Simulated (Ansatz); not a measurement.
Consider HfO$_{2}$ in the rutile structure (space group P4_2/mnm, No. 136; a = 4.8301 Å, c = 3.2097 Å; a cell from a computed database, its experimental status unchecked).

Calculations: PBEsol (Ansatz, an electronic-structure program, PAW, no SOC).

One change was made to it. Results:

The band gap changes from 3.89 eV to zero; the c/a ratio shrinks by 0.097 (0.665 → 0.568); the shortest interatomic distance goes up by 1.3464 bohr, from 3.937 bohr to 5.284 bohr.

### Question
What was done to the base?
(A) O → S
(B) Hf → Ti
(C) O → Te

### Answer
C, O → Te. For comparison, the c/a ratio in the other runs: Hf → Ti gives 0.640; O → S gives 0.606.

With Hf and Te present, leaving out spin-orbit coupling can change the band edges. Stability against distortions was not tested. As relaxed here, HfTe2 and HfS2 are hypothetical phases, not in the database extracts checked. All final runs are without spin polarisation. This is not the structure that HfO2 has at room temperature and ambient pressure. A zero or small gap of HfTe2 and HfS2 can be the functional's error rather than a property of the material.
